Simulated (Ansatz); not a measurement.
**Cs2O2, pressure series**

Base system: Cs$_{2}$O$_{2}$ (space group Immm, No. 71; a cell from a computed database, its experimental status unchecked; with O–O pairs, as in a peroxide).

```
Cs2O2
1.0
   -2.15716     3.22971     3.77299
    2.15716    -3.22971     3.77299
    2.15716     3.22971    -3.77299
Cs O
2 2
Direct
  0.25411   0.25411   0.00000
  0.74589   0.74589   0.00000
  0.61572   0.00000   0.61572
  0.38428   0.00000   0.38428
```

Cell and atoms are relaxed at each pressure.

All numbers come from r2SCAN, PAW, 500 eV (Ansatz, a program for electronic structure; scalar-relativistic without spin-orbit coupling), earlier PAW set.

Two rows of this table had their results exchanged by mistake.

```json
[
 {"pressure": "pressure −2 GPa", "volume per atom (Å³)": "29.88", "shortest distance (Å)": "1.503", "band gap": "1.87 eV"},
 {"pressure": "pressure −1 GPa", "volume per atom (Å³)": "27.54", "shortest distance (Å)": "1.498", "band gap": "2.03 eV"},
 {"pressure": "pressure 0.3 GPa", "volume per atom (Å³)": "22.85", "shortest distance (Å)": "1.482", "band gap": "2.35 eV"},
 {"pressure": "pressure 0.7 GPa", "volume per atom (Å³)": "25.61", "shortest distance (Å)": "1.493", "band gap": "2.19 eV"},
 {"pressure": "pressure 1.5 GPa", "volume per atom (Å³)": "24.95", "shortest distance (Å)": "1.491", "band gap": "2.25 eV"},
 {"pressure": "pressure 3 GPa", "volume per atom (Å³)": "23.94", "shortest distance (Å)": "1.487", "band gap": "2.34 eV"},
 {"pressure": "pressure 5 GPa", "volume per atom (Å³)": "25.98", "shortest distance (Å)": "1.494", "band gap": "2.16 eV"},
 {"pressure": "pressure 7.5 GPa", "volume per atom (Å³)": "21.77", "shortest distance (Å)": "1.478", "band gap": "2.34 eV"},
 {"pressure": "pressure 10 GPa", "volume per atom (Å³)": "20.90", "shortest distance (Å)": "1.473", "band gap": "2.34 eV"}
]
```

Which two?

The rows for pressure 0.3 GPa and pressure 5 GPa: the volume has to fall steadily with pressure, so 25.98 Å³ belongs to pressure 0.3 GPa and 22.85 Å³ to pressure 5 GPa.

Load acts through the strain it causes; cell and atoms are relaxed under it. No phonon test of stability was made. No other phases were tried under pressure.
